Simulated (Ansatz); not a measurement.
Take Al in the fcc (Cu type) structure (space group Fm-3m, No. 225; relaxed with 0.1 eV smearing) as the base.

```
Al
1.0
    0.00000     1.99618     1.99618
    1.99618     0.00000     1.99618
    1.99618     1.99618     0.00000
Al
1
Direct
  0.00000   0.00000   0.00000
```

Calculations: r2SCAN in Ansatz (plane waves to 500 eV, PAW, without spin-orbit coupling), earlier PAW set.

Base values:

```
Quantity   Result
--------  -------
Pressure  0.0 GPa
```

It is then changed as follows: the cell is scaled by 0.9938 in all directions, atoms relaxed at fixed cell.

Task: What happens to the pressure and energy relative to the base?

Result: The pressure goes from zero to 1.8 GPa; the energy increases by 1.6 meV/atom.

The cells carry an imposed strain or load. Stability against distortions was not tested.

Ansatz is an electronic-structure program.
